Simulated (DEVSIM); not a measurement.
InP/In0.53Ga0.47As n-p heterojunction

Device: InP/In0.53Ga0.47As n-p heterojunction, at 300 K.

| layer (left to right) | material | thickness (μm) | Nd (cm⁻³) | Na (cm⁻³) | τn (s) | τp (s) |
|---|---|---|---|---|---|---|
| 1 | InP | 0.0670 | 1.2e17 | - | 4.5e-8 | 4.5e-8 |
| 2 | In0.53Ga0.47As | 3.30 | - | 2.2e17 | 4.5e-8 | 4.5e-8 |

Left contact: ohmic. Right contact: ohmic. Voltage is applied to the left contact. Recombination: SRH at mid-gap, Auger. Mobility is μmin + (μ − μmin)/(1 + (N/Nref)^α).

This is a model device: material constants are rounded textbook-type values typed into the input, and sizes, dopings and lifetimes were drawn at random. Values at 300 K.

| parameter | InP | In0.53Ga0.47As |
|---|---|---|
| gap (eV) | 1.344 | 0.74 |
| affinity (eV) | 4.38 | 4.51 |
| permittivity | 12.5 | 13.9 |
| Nc (cm⁻³) | 5.7e17 | 2.1e17 |
| Nv (cm⁻³) | 1.1e19 | 7.7e18 |
| μn (cm²/Vs) | 5200 | 12000 |
| μp (cm²/Vs) | 170 | 300 |
| μn,min | 400 | 300 |
| μp,min | 10 | 10 |
| Nref,n | 3e17 | 1.3e17 |
| Nref,p | 4.9e17 | 4.9e17 |
| αn | 0.47 | 0.48 |
| αp | 0.62 | 0.4 |
| Cn (cm⁶/s) | 9e-31 | 5e-29 |
| Cp (cm⁶/s) | 9e-31 | 5e-29 |

Model (solved in DEVSIM): 1D drift-diffusion, Boltzmann statistics, complete ionisation; no tunnelling, impact ionisation, image-force lowering or self-heating. Band offsets follow the typed affinities; no thermionic-emission limit at abrupt steps, no polarisation charge.

The potential step across the device at zero bias is 0.738 V and the largest field in the device at zero bias comes out as 130000 V/cm. The dark forward voltage at 1 A/cm² is 0.400 V. The dark forward voltage at 100 A/cm² comes out as 0.520 V.

Dark forward current:

| V (V) | J (A/cm²) |
|---|---|
| -0.05 | -1.3e-6 |
| -0.10 | -9.5e-6 |
| -0.15 | -6.5e-5 |
| -0.20 | -0.00044 |
| -0.25 | -0.0030 |
| -0.30 | -0.021 |
| -0.35 | -0.14 |
| -0.40 | -0.98 |
| -0.45 | -6.8 |
| -0.50 | -47 |
| -0.55 | -320 |
| -0.60 | -2000 |
| -0.65 | -10000 |
